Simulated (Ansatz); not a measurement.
The reference is Ti3MoB4 (space group Pm, No. 6; a cell from a computed database, its experimental status unchecked).

```
Ti3MoB4
1.0
    4.50961     0.00000     0.00000
    0.00000     3.03540     0.00000
   -0.03695     0.00000     5.98239
Ti B Mo
3 4 1
Direct
  0.87497   0.50000   0.82447
  0.37961   0.00000   0.67266
  0.11877   0.00000   0.17777
  0.10323   0.50000   0.47034
  0.39782   0.50000   0.97092
  0.89990   0.00000   0.53053
  0.60287   0.00000   0.03163
  0.62282   0.50000   0.32165
```

Cartesian axes are those of the cell as printed.

Calculations: plane-wave PAW DFT at the PBEsol level (Ansatz, a quantum-chemistry and plane-wave program, 420 eV), no spin-orbit coupling.

Strains are applied to the cell and any free atomic positions relax.

One change was made to it. Results:

```tsv
quantity	base	after
energy relative to the base (free energy F)	0 meV/atom	+5.3 meV/atom
pressure (mean of the normal stresses, compression positive)	0.0 GPa	6.7 GPa
```

Question: Which of these changes matches the shifts?
(A) uniaxial strain ε_zz = +3.14 %
(B) uniaxial strain ε_xx = −1.10 %
(C) isotropic strain −0.85 %

Answer: C, isotropic strain −0.85 %. For comparison, the energy relative to the base in the other runs: uniaxial strain ε_xx = −1.10 % gives +1.9 meV/atom; uniaxial strain ε_zz = +3.14 % gives +14 meV/atom.

Without a gap, meshes like the base's 10×15×8 leave anisotropic stresses uncertain by several tenths of a GPa, and small strain energies with them. No phonon test of stability was made. The final runs are not spin-polarised.
